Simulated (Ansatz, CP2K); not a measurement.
A CP2K input for a self-consistent single point of CuGaSe2 (I-42d, 8 atoms in the cell) (DFT PBE, GPW, DZVP-MOLOPT-SR-GTH basis, GTH-PBE potentials (GTH_POTENTIALS)):

```
&GLOBAL
  PROJECT cugase2
  RUN_TYPE ENERGY_FORCE
  PRINT_LEVEL MEDIUM
&END GLOBAL
&FORCE_EVAL
  METHOD Quickstep
  STRESS_TENSOR ANALYTICAL
  &DFT
    BASIS_SET_FILE_NAME BASIS_MOLOPT
    POTENTIAL_FILE_NAME GTH_POTENTIALS
    &QS
      METHOD GPW
      EPS_DEFAULT 1E-11
    &END QS
    &MGRID
      CUTOFF 600
      REL_CUTOFF 50
      NGRIDS 5
    &END MGRID
    &SCF
      SCF_GUESS ATOMIC
      EPS_SCF 1E-6
      MAX_SCF 100
      ADDED_MOS 12
      &DIAGONALIZATION
        ALGORITHM STANDARD
      &END DIAGONALIZATION
      &MIXING
        METHOD BROYDEN_MIXING
        ALPHA 0.3
        NBUFFER 10
        BETA 1.5
      &END MIXING
      &SMEAR ON
        METHOD FERMI_DIRAC
        ELECTRONIC_TEMPERATURE [K] 232.09
      &END SMEAR
    &END SCF
    &KPOINTS
      SCHEME MONKHORST-PACK 3 3 3
    &END KPOINTS
    &XC
      &XC_FUNCTIONAL PBE
      &END XC_FUNCTIONAL
    &END XC
    &PRINT
      &MO
        EIGENVALUES T
        OCCUPATION_NUMBERS T
        NDIGITS 8
        FILENAME mo
        &EACH
          QS_SCF 0
        &END EACH
        ADD_LAST NUMERIC
      &END MO
      &MULLIKEN ON
      &END MULLIKEN
    &END PRINT
  &END DFT
  &SUBSYS
    &CELL
      A 6.85730900 0.00000000 0.00000000
      B 2.17548800 6.50307100 0.00000000
      C -4.51639800 -3.25153600 4.00653800
      PERIODIC XYZ
    &END CELL
    &COORD
      Ga       4.51639850     3.25153550     0.00000000
      Ga       1.08774425     3.25153525     2.00326900
      Cu       0.00000000     0.00000000     0.00000000
      Cu       3.42865475    -0.00000025     2.00326900
      Se       5.64549838     4.06441913     2.00326900
      Se       2.21684363     4.06441937     0.00000000
      Se       1.12909988     0.81288363     2.00326900
      Se       4.55775412     0.81288388     0.00000000
    &END COORD
    &KIND Ga
      BASIS_SET DZVP-MOLOPT-SR-GTH-q13
      POTENTIAL GTH-PBE-q13
    &END KIND
    &KIND Cu
      BASIS_SET DZVP-MOLOPT-SR-GTH-q11
      POTENTIAL GTH-PBE-q11
    &END KIND
    &KIND Se
      BASIS_SET DZVP-MOLOPT-SR-GTH-q6
      POTENTIAL GTH-PBE-q6
    &END KIND
  &END SUBSYS
  &PRINT
    &FORCES ON
    &END FORCES
    &STRESS_TENSOR ON
    &END STRESS_TENSOR
  &END PRINT
&END FORCE_EVAL
```

Problem. Translate this input to Ansatz (a quantum-chemistry and plane-wave program).

Solution. One input that does it (others would too):

Ansatz 0.2 input:
```yaml
crystal:
  lattice:
    - [-2.83305000, 2.83305000, 5.56510000]
    - [2.83305000, -2.83305000, 5.56510000]
    - [2.83305000, 2.83305000, -5.56510000]
  atoms:
    - { symbol: Ga, position: [0.50000000, 0.50000000, 0.00000000] }
    - { symbol: Ga, position: [0.25000000, 0.75000000, 0.50000000] }
    - { symbol: Cu, position: [0.00000000, 0.00000000, 0.00000000] }
    - { symbol: Cu, position: [0.75000000, 0.25000000, 0.50000000] }
    - { symbol: Se, position: [0.87500000, 0.87500000, 0.50000000] }
    - { symbol: Se, position: [0.12500000, 0.62500000, 0.00000000] }
    - { symbol: Se, position: [0.37500000, 0.37500000, 0.50000000] }
    - { symbol: Se, position: [0.62500000, 0.12500000, 0.00000000] }
kpoints:
  mp_grid: { grid: [3, 3, 3] }
hamiltonian:
  xc: pbe
  pseudopotentials: { kind: paw }
scf:
  occupations: { method: fermi_dirac, width: 0.02 }
output:
  forces: true
  eigenvalues: true
  stress: true
```

Basis settings and potentials, where a program has them, do not carry over. This input uses DFT, PBE, plane waves, default PAW files.

The starting cell has typed, rounded lattice constants, without a prior relaxation at this level. Its lattice was rescaled by a random factor within 2.5 % of one.
